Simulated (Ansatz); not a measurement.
InSb, pressure series

Base system: InSb in the zinc blende structure (space group F-43m, No. 216).

```cif
data_InSb
_chemical_formula_sum 'Sb1 In1'
_space_group_name_H-M_alt 'P 1'
_space_group_IT_number 1
_cell_length_a 4.63574
_cell_length_b 4.63574
_cell_length_c 4.63574
_cell_angle_alpha 60.000
_cell_angle_beta 60.000
_cell_angle_gamma 60.000
loop_
_space_group_symop_operation_xyz
  'x, y, z'
loop_
_atom_site_label
_atom_site_type_symbol
_atom_site_fract_x
_atom_site_fract_y
_atom_site_fract_z
_atom_site_occupancy
Sb1 Sb 0.75000 0.75000 0.75000 1
In1 In 0.00000 0.00000 0.00000 1
```

Cell and atoms are relaxed at each pressure.

Computed with r2SCAN in Ansatz (plane waves to 500 eV, PAW, no spin-orbit coupling).

Notes on the quantities. enthalpy: H = E + PV relative to the base's energy.

| variant | enthalpy | lattice parameter a |
|---|---|---|
| base | – | 655.6 pm |
| pressure −2 GPa | -0.45 eV/atom | 667.2 pm |
| pressure −1 GPa | -0.22 eV/atom | 661.0 pm |
| pressure 3 GPa | +0.64 eV/atom | 642.7 pm |
| pressure 7 GPa | +1.44 eV/atom | (withheld) |
| pressure 15 GPa | +2.93 eV/atom | 611.4 pm |
| pressure 30 GPa | +5.45 eV/atom | 588.8 pm |
| pressure 50 GPa | +8.47 eV/atom | 569.0 pm |
| pressure 75 GPa | +11.89 eV/atom | 551.7 pm |
| pressure 100 GPa | +15.05 eV/atom | 538.9 pm |

Question: Fill in the withheld entries from the trend.

Answer: 
- pressure 7 GPa, lattice parameter a: 629.8 pm

Load acts through the strain it causes; cell and atoms are relaxed under it. Whether these cells are dynamically stable was not tested. Tetrahedral semiconductors of this kind turn to denser phases somewhere between about 1 and 50 GPa; those were not computed, so compressed cells here can lie past the real transition. All final runs are without spin polarisation.

Ansatz is a program for electronic structure.
